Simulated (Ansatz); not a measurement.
## Response to strain in C

The parent structure is C in the diamond structure (space group Fd-3m, No. 227; a = 3.554 Å). Axes: x, y, z lie along the cube axes.

Strains are applied to the cell and any free atomic positions relax; under biaxial strain the out-of-plane vector relaxes too; under stress the whole cell relaxes.

Method: Kohn–Sham DFT with the PBEsol functional, run in Ansatz (a program for electronic structure) with PAW and 420 eV plane waves, no spin-orbit coupling.

Notes on the quantities. energy relative to the base: free energy F.

```csv
case,volume per atom,gap character,energy relative to the base,band gap
base,5.61 Å³,"indirect, Γ → Γ–X (75 % along)",0 meV/atom,4.03 eV
"biaxial strain −1.20 %, plane normal [001], relaxed out of plane",5.49 Å³,"indirect, Γ → Γ–X (75 % along)",+6.1 meV/atom,3.88 eV
"biaxial strain −1.12 %, plane normal [110], relaxed out of plane",5.49 Å³,"indirect, Γ → Γ–X (75 % along)",+5.6 meV/atom,3.89 eV
"biaxial strain −4.85 %, plane normal [111], relaxed out of plane",5.11 Å³,"indirect, Γ → k = (0, 0.438, -0.438) in the run's primitive reciprocal basis",+118 meV/atom,3.86 eV
isotropic strain +0.23 %,5.65 Å³,"indirect, Γ → Γ–X (75 % along)",+0.4 meV/atom,4.02 eV
isotropic strain +0.33 %,5.67 Å³,"indirect, Γ → Γ–X (75 % along)",+0.8 meV/atom,4.01 eV
uniaxial strain ε_yy = +5.58 %,5.92 Å³,"indirect, Γ → Γ–X (75 % along)",…,…
"uniaxial stress, 8 GPa compression along x",5.58 Å³,"indirect, Γ → k = (0, 3/8, 3/8) in the run's primitive reciprocal basis",+1.1 meV/atom,3.82 eV
"uniaxial stress, 8 GPa tension along x",5.64 Å³,"indirect, Γ → Γ–X (75 % along)",+1.1 meV/atom,3.91 eV
tensor shear ε_xy = +1.01 %,5.61 Å³,"indirect, Γ → Γ–X (75 % along)",+4.1 meV/atom,3.94 eV
```

Question: Complete the table.

Answer: 
- uniaxial strain ε_yy = +5.58 %, energy relative to the base: +56 meV/atom
- uniaxial strain ε_yy = +5.58 %, band gap: 3.24 eV

Gaps are read on the SCF mesh and a high-symmetry path. Stability under load was not tested beyond the relaxation. k-point labels follow each cell's own Brillouin zone.
